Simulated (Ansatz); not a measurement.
Take AlP in the zinc blende structure (space group F-43m, No. 216; a = 5.5078 Å) as the base.

The values are results of Kohn–Sham DFT with the PBE functional, run in Ansatz (a first-principles code) with PAW and 420 eV plane waves, no spin-orbit coupling, not measurements.

Carriers are added at fixed cell with a uniform background; the Fermi–Dirac width is that of 300 K.

One change was made to it. Results:

```csv
quantity,base,after
Fermi level relative to the doped band's edge (positive inside the band; to 0.05 eV),–,+0.55 eV
gap between the host's bands,1.63 eV,1.59 eV
gap character,"indirect, Γ → X","indirect, Γ → X"
```

Task: Which change produced these results?
A. holes 2.0×10^21 cm⁻³
B. holes 5.0×10^21 cm⁻³
C. holes 7.0×10^20 cm⁻³
D. electrons 2.0×10^21 cm⁻³

Result: D, electrons 2.0×10^21 cm⁻³. For comparison, the gap between the host's bands in the other runs: holes 7.0×10^20 cm⁻³ gives 1.66 eV; holes 2.0×10^21 cm⁻³ gives 1.71 eV; holes 5.0×10^21 cm⁻³ gives 1.82 eV.

Charged cell with a jellium background: band edges are those of the host's band count, energies are not comparable with the neutral cell, and many-body gap narrowing is missing. Whether these cells are dynamically stable was not tested.
